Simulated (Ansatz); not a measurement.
Output of an Ansatz run (abridged):

```
WARN the atoms were moved onto the symmetric positions of the space group found under crystal.symmetry.tolerance 1.0e-5 (fractional …
WARN basis.ecutwfc = 420 eV, the default
Pseudopotentials: kind: paw
Pseudopotential: W, paw, valence charge 14
Pseudopotential: C, paw, valence charge 4
Crystal: 2 atoms, lattice volume = 20.827 Å³
Basis set: ecut = 420 eV, 405 PW (Γ), exchange–correlation on 40×40×40 points (8 copies of the dense FFT grid, shifted against one another)
Bands: 13, of which v1, the nominal top of the filled ones, is band 9 counted from 1 (8 counted from 0)
Symmetry: 12 space group operations
Space group: P-6m2 (ITA 187), of the structure as read, at distance tolerance 2.8e-5 Å
k-points: 264 of 4335 (time reversal used)
Initial density: superposition of atomic densities (neutral atoms: chi_scale 0, normalization atom), corrected by the library's trained network
Initial wavefunctions: pseudopotential atomic-orbital guess
Eigensolver: davidson
Functional: x = pbe(κ = 0.804, μ = 0.2195149727645171), c = pbe(β = 0.06672455060314922)
SCF iter   1: F=—  HF=-10636.058631 eV  |F-HF|=—  |Δ(HF+E_count)|=         —  Δρ=7.17e-3  dr2=2.50e-3  ethr=1.77e-3  ⟨swp⟩=5.2  Hψ=17597  notcnv=0
all-band conjugate gradients solve this SCF's bands
preconditioner: auto → none
SCF iter   2: F=—  HF=-10636.060733 eV  |F-HF|=—  |Δ(HF+E_count)|=   2.10e-3  Δρ=4.11e-3  dr2=8.44e-4  ethr=1.39e-5  ⟨swp⟩=1.4  Hψ=5850  notcnv=0
SCF iter   3: F=—  HF=-10636.061763 eV  |F-HF|=—  |Δ(HF+E_count)|=   1.03e-3  Δρ=1.86e-4  dr2=2.95e-6  ethr=4.69e-6  ⟨swp⟩=2.4  Hψ=5166  notcnv=0
SCF iter   4: F=—  HF=-10636.061760 eV  |F-HF|=—  |Δ(HF+E_count)|=   2.39e-6  Δρ=4.13e-5  dr2=1.82e-7  ethr=1.64e-8  ⟨swp⟩=2.0  Hψ=5800  notcnv=0
iter 5 did not close the SCF: its close was put off for the readings that it lacked (scf_convergence_deferred on its scf_iter line)
SCF iter   5: F=-10636.061760 eV  HF=-10636.061760 eV  |F-HF|=1.87e-9  |Δ(HF+E_count)|=   6.00e-8  Δρ=1.39e-5  dr2=1.84e-8  ethr=1.01e-9  ⟨swp⟩=2.5  Hψ=5228  notcnv=0
SCF iter   6: F=-10636.061760 eV  HF=-10636.061760 eV  |F-HF|=4.84e-10  |Δ(HF+E_count)|=   5.84e-9  Δρ=3.82e-6  dr2=1.58e-9  ethr=1.02e-10  ⟨swp⟩=2.1  Hψ=11434  notcnv=0
SCF 1 converged in 6 iterations: F = -10636.061760 eV  dr2 = 1.58e-9
SCF converged after 6 iterations
Free energy (F): -10636.061760 eV
Harris-Foulkes:  -10636.061760 eV  (|F-HF|=4.84e-10)
Internal energy: -10636.050992 eV  (E = F + TS)
E sigma→0 (E₀):  -10636.056376 eV
Entropy (-TS):   -0.010769 eV (-5.384 meV/atom)
Fermi energy:    20.510384 eV
--- Per-component energies (eV) ---
  E_band       = -59.876167
  E_kinetic    = 541.711052
  E_local      = -667.321150  (includes V_loc(G=0)·N_el)
  E_nonlocal   = 25.443724
  E_hartree    = 235.834595
  E_xc         = -316.488113
  E_vxc        = -300.357385  (∫ρ·V_xc dr)
  E_paw        = -8661.128699  (= ΣΔE_a)
  E_vpaw       = -131.020760  (= ΣTr[D̂ρ^β])
  E_aug_tail   = -0.000056  (compensation charges beyond the density's cutoff)
  E_ewald      = -1794.102345
  E_smearing   = -0.010769  (= −TS)
  E_closure    = 0.000000  (closes the sum)
  Σ components = -10636.061760   (vs F -10636.061760, Δ=0.00e0)
--- Forces (eV/Å), atoms counted from 1 ---
  atom   1  W     -0.00000000    -0.00000000     0.00000000
  atom   2  C     -0.00000000    -0.00000000     0.00000000
  max |Σ_I F_I| component: 1.67e-16 eV/Å
--- Stress (GPa, compression-positive) ---
        4.416119       0.000000       0.000000
        0.000000       4.416119       0.000000
        0.000000       0.000000       3.597590
  P = ⅓ Tr σ = 4.1433 GPa (41.433 kbar)
  The stress holds the Pulay correction. Without it, at fixed plane waves, as pw.x and ABINIT print it: P = 3.8327 GPa
--- Band table (eV; the first three rows and the last of 264) ---
  k-point 0: bands = ["-53.4379", "-17.4559", "-17.3524", "-17.3524", "6.0834", "16.2084", "17.1766", "17.1766", "20.5841", "23.7177", "23.7177", "26.0934", "26.0934"]
  k-point 1: bands = ["-53.4362", "-17.4893", "-17.3496", "-17.3496", "6.1918", "16.1553", "17.2259", "17.2259", "20.5649", "23.3284", "23.3284", "26.3319", "26.3319"]
  k-point 2: bands = ["-53.4312", "-17.5830", "-17.3415", "-17.3415", "6.5087", "15.9340", "17.3697", "17.3697", "20.6207", "22.5327", "22.5327", "26.6442", "26.6442"]
  k-point 263: bands = ["-53.3347", "-17.9932", "-17.8696", "-17.7624", "9.5627", "13.3926", "15.0992", "18.7822", "19.8357", "24.8911", "26.8293", "27.8989", "29.7128"]
```

The structure:

```
CELL_PARAMETERS angstrom
      1.45500    -2.52013     0.00000
      1.45500     2.52013     0.00000
      0.00000     0.00000     2.84000
ATOMIC_POSITIONS crystal
  W  0.00000 0.00000 0.00000
  C  0.33333 0.66667 0.50000
```

Problem. Write an input that gives this output.

Solution. Other spellings and defaults could give the same log, and not every line can be read from it. The input that was run (DFT, PBE, plane waves, default PAW files):

Ansatz 0.2 input:
```yaml
# WC
crystal:
  lattice:
    - [1.455000, -2.520134, 0.000000]
    - [1.455000, 2.520134, 0.000000]
    - [0.000000, 0.000000, 2.840000]
  atoms:
    - { symbol: W, position: [0.000000, 0.000000, 0.000000] }
    - { symbol: C, position: [0.333333, 0.666667, 0.500000] }
kpoints:
  mp_grid: { grid: [17, 17, 15] }
hamiltonian:
  xc: pbe
  pseudopotentials: { kind: paw }
scf:
  occupations: { method: gaussian, width: 0.272 }
output:
  forces: true
  eigenvalues: true
  stress: true
```

The starting cell has typed, rounded lattice constants, without a prior relaxation at this level. Spin-orbit coupling is off. Spin polarisation is off. With a pressure of about 4 GPa the cell is away from its equilibrium volume at this level. Ansatz's pressure includes its estimate of the finite-basis (Pulay) stress.

Ansatz is an electronic-structure program.
